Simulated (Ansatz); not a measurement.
The starting structures come from a database of crystals and need not be the phases stable at ambient conditions.

Data:

```yaml
crystal:
  lattice:
    - [6.58782, 0.00000, 0.00000]
    - [2.13028, 11.15498, 0.00000]
    - [0.00000, -5.49095, 5.57682]
  atoms:
    - { symbol: Ba, position: [0.68827, 0.69702, 0.58553] }
    - { symbol: Ba, position: [0.31173, 0.30298, 0.41447] }
    - { symbol: Ba, position: [0.31173, 0.80298, 0.19149] }
    - { symbol: Ba, position: [0.68827, 0.19702, 0.80851] }
    - { symbol: P, position: [0.96167, 0.55411, 0.92353] }
    - { symbol: P, position: [0.03833, 0.44589, 0.07647] }
    - { symbol: P, position: [0.03833, 0.94589, 0.81531] }
    - { symbol: P, position: [0.96167, 0.05411, 0.18469] }
    - { symbol: P, position: [0.81228, 0.81183, 0.26880] }
    - { symbol: P, position: [0.18772, 0.18817, 0.73120] }
    - { symbol: P, position: [0.18772, 0.68817, 0.64514] }
    - { symbol: P, position: [0.81228, 0.31183, 0.35486] }
    - { symbol: P, position: [0.70132, 0.95746, 0.18610] }
    - { symbol: P, position: [0.29868, 0.04254, 0.81390] }
    - { symbol: P, position: [0.29868, 0.54254, 0.27118] }
    - { symbol: P, position: [0.70132, 0.45746, 0.72882] }
```

Space group of this cell: P2_1/c. The cell is taken as given.

Transport runs along the normal of the first two printed cell vectors.

No gap correction and no spin-orbit coupling; mid-gap values are interpolated between computed energies.

Q: Compute, with Ansatz (an electronic-structure program) with r2SCAN, the band gap and the smallest decay constant κ at mid-gap.

A: Gap 1.66 eV on a 6×6×6 mesh; κ = 0.206 1/Å, at (0.167, 0.250) of the in-plane reciprocal vectors. At the zone centre, at the nearest computed energy, the slowest state has κ = 0.21 1/Å.
